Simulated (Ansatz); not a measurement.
The reference is TlBr in the CsCl type structure (space group Pm-3m, No. 221; a = 3.915 Å).

All numbers come from plane-wave PAW DFT at the PBEsol level (Ansatz, a program for electronic structure, 420 eV), without spin-orbit coupling.

Before the change:

| Quantity | Value |
|---|---|
| Lattice parameter a | 3.915 Å |
| Hole mass | 0.20 mₑ along k, 0.43 mₑ across (at X) |
| Valley order | X along ⟨100⟩ 1.59 eV; R along ⟨111⟩ 1.81 eV |

It is then changed as follows: a negative pressure, −2 GPa.

Problem. How does this affect the lattice parameter a?

Solution. The lattice parameter a increases by 0.1257 Å (3.915 Å → 4.040 Å).

Problem. How does this affect the hole mass?

Solution. The hole mass becomes 0.28 mₑ along k, 0.50 mₑ across (at X) (base: 0.20 mₑ along k, 0.43 mₑ across (at X)).

Problem. How does this affect the valley order?

Solution. The valley order (the lowest conduction-band minima on the path, energy above the VBM, named in the base's zone) becomes X along ⟨100⟩ 1.85 eV; R along ⟨111⟩ 2.21 eV (base: X along ⟨100⟩ 1.59 eV; R along ⟨111⟩ 1.81 eV).

Spin-orbit coupling, missing from the scalar runs, can matter with Tl. The levels and masses belong to the bands next to the band gap. Load acts through the strain it causes; cell and atoms are relaxed under it. Masses are band curvatures over ±0.01 Å⁻¹ around the edge. Along k means along the line from Γ to the band edge. Stability against distortions was not tested.
